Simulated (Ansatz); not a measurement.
## A computed series for BaTiO3: pressure series

Take BaTiO3 (space group P4mm, No. 99; a = 3.9855 Å, c = 4.2013 Å) as the base.

Cell and atoms are relaxed at each pressure.

Method: PBE in Ansatz (plane waves to 420 eV, PAW, scalar-relativistic without spin-orbit coupling).

Two rows of this table had their results exchanged by mistake.

| pressure | volume per atom (Å³) | shortest distance (Å) | band gap |
|---|---|---|---|
| pressure −1 GPa | 13.52 | 1.804 | 1.84 eV |
| pressure 1.8 GPa | 10.39 | 1.865 | 2.02 eV |
| pressure 4.2 GPa | 12.83 | 1.839 | 1.87 eV |
| pressure 9 GPa | 12.42 | 1.870 | 1.91 eV |
| pressure 18 GPa | 11.87 | 1.950 | 1.97 eV |
| pressure 30 GPa | 11.34 | 1.921 | 2.01 eV |
| pressure 45 GPa | 10.81 | 1.891 | 2.02 eV |
| pressure 60 GPa | 13.10 | 1.824 | 1.86 eV |

Question: Which two?

Answer: The rows for pressure 1.8 GPa and pressure 60 GPa: the volume has to fall steadily with pressure, so 13.10 Å³ belongs to pressure 1.8 GPa and 10.39 Å³ to pressure 60 GPa.

Load acts through the strain it causes; cell and atoms are relaxed under it. No phonon test of stability was made. Competing high-pressure phases were not computed. All final runs are without spin polarisation. Along this pressure series the structure jumps between pressure 9 GPa and pressure 18 GPa; cells beyond that are another form of it.

Ansatz is an electronic-structure program.
